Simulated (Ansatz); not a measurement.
An Ansatz (a first-principles code) run: Au with a change (x(Pt) = 0.667, 3 atoms, P-3m1); DFT with r2SCAN, PAW potentials and a 500 eV plane-wave cutoff in Ansatz, no SOC, earlier PAW set.

Input:

Ansatz 0.2 input:
```yaml
crystal:
  lattice:
    - [2.8082683186, 0, 0]
    - [-1.4041341593, 2.4320317045, 0]
    - [0, 0, 7.0088309251]
  atoms:
    - { symbol: Pt, position: [0.3333333333, 0.6666666667, 0.6629029122] }
    - { symbol: Pt, position: [0.6666666667, 0.3333333333, 0.3370970878] }
    - { symbol: Au, position: [0, 0, 0] }
basis: { ecutwfc: 500, ecutrho_ratio: 4, xc_grid: 4, fft_grid_basis: typed }
kpoints: { mp_grid: { grid: [19, 19, 7] } }
hamiltonian:
  xc: r2scan
  dispersion: none
  pseudopotentials: { azcp: { folder: ./paw }, kind: paw }
scf: { occupations: { method: fermi_dirac, width: 0.05 }, convergence: { dr2_threshold: 0.0000000003 } }
output: { forces: true, stress: true }
checkpoint: { write: state.ck, write_every: 1000 }
```

Output (explanatory and most iteration lines left out):

```
Pseudopotential: Pt, paw, valence charge 18
Pseudopotential: Au, paw, valence charge 19
Crystal: 3 atoms, lattice volume = 47.869 Å³
Basis set: ecut = 500 eV, 1213 PW (Γ), exchange–correlation on 96×96×216 points (64 copies of the dense FFT grid, shifted against one another)
Bands: 32, of which v1, the nominal top of the filled ones, is band 28 counted from 1 (27 counted from 0)
Symmetry: 12 space group operations
Space group: P-3m1 (ITA 164), of the structure as read, at distance tolerance 3.6e-5 Å
k-points: 250 of 2527
Functional: x = r2scan, c = r2scan; τ floored in thin density (d = 2e-4 eV/Å³)
SCF iter   1: F=—  HF=-38245.938198 eV  |F-HF|=—  |Δ(HF+E_count)|=         —  Δρ=1.73e-1  dr2=5.73e1  dr2_τ=1.33e0  ethr=3.10e-3  ⟨swp⟩=5.5  Hψ=27636  notcnv=0
SCF iter   2: F=—  HF=-38241.503309 eV  |F-HF|=—  |Δ(HF+E_count)|=    4.43e0  Δρ=5.68e-2  dr2=1.96e0  dr2_τ=1.40e0  ethr=3.10e-3  ⟨swp⟩=3.0  Hψ=17993  notcnv=0  defer=44
SCF 1 converged in 12 iterations: F = -38241.546204 eV  dr2 = 6.96e-11
SCF converged after 12 iterations
Free energy (F): -38241.546204 eV
Internal energy: -38241.517194 eV  (E = F + TS)
E sigma→0 (E₀):  -38241.531699 eV
Entropy (-TS):   -0.029010 eV (-9.670 meV/atom)
Fermi energy:    21.491479 eV
--- Forces (eV/Å), atoms counted from 1 ---
  atom   1  Pt    -0.00000000     0.00000000    -0.00073551
  atom   2  Pt     0.00000000    -0.00000000     0.00073551
  atom   3  Au     0.00000000     0.00000000     0.00000000
--- Stress (GPa, compression-positive) ---
        0.002146       0.000000       0.000000
        0.000000       0.002146       0.000000
        0.000000       0.000000       0.001792
  P = ⅓ Tr σ = 0.0020 GPa (0.020 kbar)
```

Each cell is one ordered arrangement of few atoms, which overstates ordering effects compared with a random alloy. Whether these cells are dynamically stable was not tested. All final runs are without spin polarisation. An odd electron count without spin: Pt2Au. The cell was made from Au by this change: x(Pt) = 0.667, 3 atoms, P-3m1. Pt2Au has a high density of states at the Fermi level and may be magnetic at this level.
